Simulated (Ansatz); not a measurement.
Take CdS in the wurtzite structure (space group P6_3mc, No. 186; a = 4.074 Å, c = 6.637 Å) as the base.

Computed with plane-wave PAW DFT at the LDA level (Ansatz, a quantum-chemistry and plane-wave program, 420 eV), no spin-orbit coupling.

Before the change:

The lattice parameter a comes out as 4.074 Å and the c/a ratio is 1.629. The electron mass is 0.11 mₑ along c, 0.11 mₑ across (at Γ), the valence-band top at Γ is 0.00, 0.00, -0.06 eV and the band gap is 1.03 eV.

One thing is altered: cell and atoms relaxed at a pressure of 9 GPa.

Task: Estimate the effect on the lattice parameter a, c/a ratio, electron mass, valence-band top at Γ and band gap.

Result: The lattice parameter a falls by 0.147 Å (4.074 Å → 3.927 Å); the c/a ratio increases by 0.009 to 1.638; the electron mass becomes 0.12 mₑ along c, 0.13 mₑ across (at Γ) (base: 0.11 mₑ along c, 0.11 mₑ across (at Γ)); the valence-band top at Γ (three highest levels, from the VBM) becomes 0.00, 0.00, -0.10 eV (base: 0.00, 0.00, -0.06 eV); the band gap rises by 0.21 eV (1.03 eV → 1.24 eV).

Load acts through the strain it causes; cell and atoms are relaxed under it. Effective masses come from finite differences of ±0.01 Å⁻¹. Whether these cells are dynamically stable was not tested. Measured, CdS leaves this structure (for rock salt) near 2.54 GPa (temperature not stated; as listed in Datta, Sujoy, Jana, Debnarayan, arXiv (2020)), on rising pressure, with hysteresis.
